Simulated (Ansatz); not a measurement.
The parent structure is CsPbCl3 in the cubic perovskite structure (space group Pm-3m, No. 221; a = 5.619 Å).

The values are results of PBEsol (Ansatz, a quantum-chemistry and plane-wave program), no spin-orbit coupling, not measurements.

Base values:

The volume per atom is 35.48 Å³.

It is then changed as follows: a hydrostatic pressure of 45 GPa.

Problem. Estimate the effect on the volume per atom.

Solution. The volume per atom shrinks by 14.69 Å³ (35.48 Å³ → 20.79 Å³).

A case with no gap was solved on a k-mesh chosen for an insulator, which is coarse for it. Load acts through the strain it causes; cell and atoms are relaxed under it. No phonon test of stability was made. Competing high-pressure phases were not computed. The final runs are not spin-polarised. Many cubic perovskites are stable only at high temperature; tilts and polar distortions were not tested. This is not the structure that CsPbCl3 has at room temperature and ambient pressure.
